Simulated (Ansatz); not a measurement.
Phonon-limited electron mobility of Ge (Fd-3m) in cm²/(V·s), r2SCAN, finite-displacement electron-phonon coupling, linearised Boltzmann equation (Ansatz, a first-principles code). Condition of this run: hydrostatic pressure 8 GPa (the target of the relaxation). Geometry: relaxed with this functional, without spin-orbit coupling.

```csv
Condition,μ
150 K,[?]
200 K,2500
250 K,1530
300 K,1040
350 K,755
400 K,572
500 K,359
600 K,[?]
```

**Question.** Complete the blanks.

**Answer.** 
- 150 K, μ: 4700
- 600 K, μ: 244

**Question.** What exponent p of μ ∝ T^−p fits 200 to 400 K (along x)?

**Answer.** p ≈ 2.1; acoustic deformation-potential scattering alone gives 1.5.

Scattering by harmonic phonons alone: no impurities, screening or carrier-carrier scattering, bands fixed at 0 K. From a coarser fine mesh the values given move by up to 5 %. The mesh was bound by memory.
